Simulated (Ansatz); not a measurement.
## InSb: biaxial strain +1.22 %, plane normal [111], relaxed out of plane

Consider InSb in the zinc blende structure (space group F-43m, No. 216; a = 6.5573 Å). Axes: x, y, z lie along the cube axes.

It is then changed as follows: tensile biaxial strain of 1.22 % in the plane normal to [111], as in epitaxy on a mismatched substrate; the out-of-plane cell vector and the atoms relax.

Computed with plane-wave PAW DFT at the r2SCAN level (Ansatz, a program for electronic structure, 500 eV), spin-orbit coupling left out, earlier PAW set. Settings: 12×12×12 k-points, 0.05 eV Fermi–Dirac smearing.

| quantity | base | changed | shift |
|---|---|---|---|
| space group | F-43m (No. 216) | R3m (No. 160) | – |
| shortest interatomic distance | 283.9 pm | 284.3 pm | +0.34 pm |
| energy relative to the base (free energy F) | 0 meV/atom | +2.9 meV/atom | +2.9 meV/atom |
| band gap | zero | zero | – |
| valley order (the lowest conduction-band minima on the path, energy above the VBM, named in the base's zone) | Γ 0.02 eV; L along ⟨111⟩ 0.77 eV; a point along ⟨100⟩, about 0.8 Å⁻¹ from Γ 1.48 eV | Γ 0.04 eV; L along [111] 0.53 eV; L along [1-1-1] 0.74 eV; a point along [001], about 0.8 Å⁻¹ from Γ 1.43 eV | – |
| out-of-plane strain (rough) | – | -0.68 % | – |
| mean in-plane stress (compression positive) (rough) | – | -1.1 GPa | – |

Final structure (turned so that z lies along the plane normal):

```xyz
2
Lattice="4.6933 0.0000 0.0000 2.3466 4.0645 0.0000 2.3466 -1.3548 3.7600" Properties=species:S:1:pos:R:3 pbc="T T T"
Sb     4.6933     2.7097     0.9286
In     0.0000     0.0000     0.0114
```

Without a gap, meshes like the base's 12×12×12 leave anisotropic stresses uncertain by several tenths of a GPa, and small strain energies with them. Spin-orbit coupling, missing from the scalar runs, can matter with Sb. Stability against distortions was not tested. All final runs are without spin polarisation. Gaps under 0.05 eV, about the width of the smearing, are given as zero. A zero or small gap of InSb can be the functional's error rather than a property of the material.
